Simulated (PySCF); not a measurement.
PySCF 2.14.0, HF/def2-svp, df: Te(F)4 (F[Te](F)(F)F), 5 atoms. The geometry is a generated start, not checked to be a minimum at this level.

```yaml
task: energy
method: hf
basis: def2-svp
two_electron_scheme: density fitting
mol.max_memory: 3000 MB
mf.max_cycle: 100
mf.init_guess: minao (default)
mf.DIIS: CDIIS (default)
mf.diis_space: 8 (default)
mf.conv_tol: 1e-09 (default)
effective_core_potentials: those of the basis set, past Kr
basis_functions: 82
```

```xyz
5

Te     0.0029    -0.0028     0.6786
F      1.0078     1.4178    -0.1742
F      1.4191    -1.0114    -0.1754
F     -1.0114    -1.4152    -0.1751
F     -1.4184     1.0117    -0.1539
```

One run each on 2 threads, 1 BLAS thread. Values of level_shift (Hartree) tried: 0 (default), 0.1, 0.3, 1.

How does the count of Fock builds change with level_shift (Hartree), and where is it least?

Fewest Fock builds, within one of each other: 0 (default) with 12, 0.1 with 13. The count rises to 23 at 1. All converge to one solution.

```tsv
level_shift (Hartree)	Fock builds	end
0 (default)	12	same solution
0.1	13	same solution
0.3	15	same solution
1	23	same solution
```
